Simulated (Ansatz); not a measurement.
Results of r²SCAN (plane waves, PAW; Ansatz, an electronic-structure program) for BP (model structure, started from the BN type, Pm-3n, No. 223, 12 atoms in the cell).

Settings: plane-wave cutoff 560 eV, 6×6×6 k mesh, Fermi–Dirac smearing 0.01 eV, scalar-relativistic PAW data made under PBE.

The cell is the one relaxed with PBEsol. Conventional cell: a = 5.5619 Å, b = 5.5619 Å, c = 5.5619 Å, α = 90.00°, β = 90.00°, γ = 90.00°.

```
CELL_PARAMETERS angstrom
      5.56185     0.00000     0.00000
      0.00000     5.56185     0.00000
      0.00000     0.00000     5.56185
ATOMIC_POSITIONS crystal
  B  0.25000 0.00000 0.50000
  B  0.50000 0.25000 0.00000
  B  0.50000 0.75000 0.00000
  B  0.75000 0.00000 0.50000
  B  0.00000 0.50000 0.75000
  B  0.00000 0.50000 0.25000
  P  0.25000 0.50000 0.00000
  P  0.00000 0.25000 0.50000
  P  0.00000 0.75000 0.50000
  P  0.75000 0.50000 0.00000
  P  0.50000 0.00000 0.75000
  P  0.50000 0.00000 0.25000
```

Question: List the 34 lowest band energies at Γ above −25 eV (eV, relative to the valence band maximum), grouping those that round alike.

Answer: At Γ: -15.88, -13.73 (×2), -10.70 (×3), -9.51 (×2), -8.28, -8.19 (×3), -4.35 (×3), -3.21 (×3), -2.80 (×3), 0.00 (×3), 1.40 (×3), 2.98 (×3), 3.50, 3.73, 5.60 (×2).

Note: the relaxation could raise the start's symmetry but not lower it, so the cell can be a saddle point; cell and atoms aren't relaxed at this level (pressure 1.0 GPa).

A model structure was made by putting elements into a prototype or built by hand; it is no filed structure, need not be a known phase, and can be a saddle point held by its symmetry.
